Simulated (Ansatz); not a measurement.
## BaTiO3, response to strain and stress

The reference is BaTiO₃ in the cubic perovskite structure (space group Pm-3m, No. 221; a = 3.9702 Å). Axes: x, y, z lie along the cube axes.

Strains are applied to the cell and any free atomic positions relax; under stress the whole cell relaxes.

The values are results of Ansatz (a first-principles code), PBEsol, PAW, cutoff 420 eV, without spin-orbit coupling, earlier PAW set, not measurements.

Question: Only one of these has a direct gap. Which?
A. isotropic strain −1.78 %
B. uniaxial stress, 0.5 GPa tension along z
C. uniaxial stress, 3 GPa compression along z
D. isotropic strain −0.36 %

Answer: A, isotropic strain −1.78 %. Computed: uniaxial stress, 0.5 GPa tension along z: indirect, A → Γ; isotropic strain −0.36 %: indirect, R → Γ; uniaxial stress, 3 GPa compression along z: indirect, A → Γ; isotropic strain −1.78 %: direct at Γ

Stability under load was not tested beyond the relaxation. All final runs are without spin polarisation. Many cubic perovskites are stable only at high temperature; tilts and polar distortions were not tested. This is not the structure that BaTiO3 has at room temperature and ambient pressure. k-point labels follow each cell's own Brillouin zone.
